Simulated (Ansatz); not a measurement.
## Effect of isotropic strain −3.00 % on Zr

The reference is Zr in the hcp (Mg type) structure (space group P6_3/mmc, No. 194; a = 3.182 Å, c = 5.124 Å; relaxed with 0.1 eV smearing).

Modification: every lattice vector is shortened by 3.00 %, atoms relaxed at fixed cell.

All numbers come from PBEsol (Ansatz, an electronic-structure program), scalar-relativistic without spin-orbit coupling. k-mesh 21×21×11 (Γ-centred); smearing 0.1 eV (Fermi–Dirac).

| quantity | base | changed | shift |
|---|---|---|---|
| volume per atom | 22.47 Å³ | 20.51 Å³ | -1.96 Å³ |
| space group | P6_3/mmc (No. 194) | P6_3/mmc (No. 194) | – |
| shortest interatomic distance | 3.153 Å | 3.058 Å | -0.095 Å |
| energy relative to the base (free energy F) | 0 meV/atom | +60 meV/atom | +60 meV/atom |
| pressure (mean of the normal stresses, compression positive) | 0.0 GPa | 10.4 GPa | +10.4 GPa |
| band gap | zero | zero | – |

Final structure:

```
CELL_PARAMETERS angstrom
      3.08702     0.00000     0.00000
     -1.54351     2.67343     0.00000
      0.00000     0.00000     4.96981
ATOMIC_POSITIONS crystal
  Zr 0.66667 0.33333 0.75000
  Zr 0.33333 0.66667 0.25000
```

Cost of the whole job for the changed cell (relaxation, final SCF and bands): about 21 core-seconds (a rough figure).

No phonon test of stability was made. The final runs are not spin-polarised.
